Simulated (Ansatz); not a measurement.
Base system: TiO$_{2}$ in the rutile structure (space group P4_2/mnm, No. 136; a = 4.643 Å, c = 2.964 Å). Axes: x, y, z lie along a, b, c of the conventional cell.

Computed with PBE (Ansatz, a program for electronic structure, PAW, no spin-orbit coupling).

For the base:

| Item | Result |
|---|---|
| Pressure | 0.0 kbar |
| Volume per atom | 10.65 Å³ |
| Electron mass | 0.58 mₑ along c, 1.2 mₑ across (at Γ) |

Modification: tensile biaxial strain of 0.84 % in the plane normal to [001], as in epitaxy on a mismatched substrate; the out-of-plane cell vector and the atoms relax.

Q: What happens to the pressure, volume per atom and electron mass?

A: The pressure (mean of the normal stresses, compression positive) goes from zero to -18.0 kbar; the volume per atom rises by 0.13 Å³ (10.65 Å³ → 10.78 Å³); the electron mass goes from 0.58 mₑ along c, 1.2 mₑ across (at Γ) to 0.57 mₑ out of plane, 1.1 mₑ in plane (at Γ).

The levels and masses belong to the bands next to the band gap. Masses are band curvatures over ±0.01 Å⁻¹ around the edge. Whether these cells are dynamically stable was not tested. The final runs are not spin-polarised.
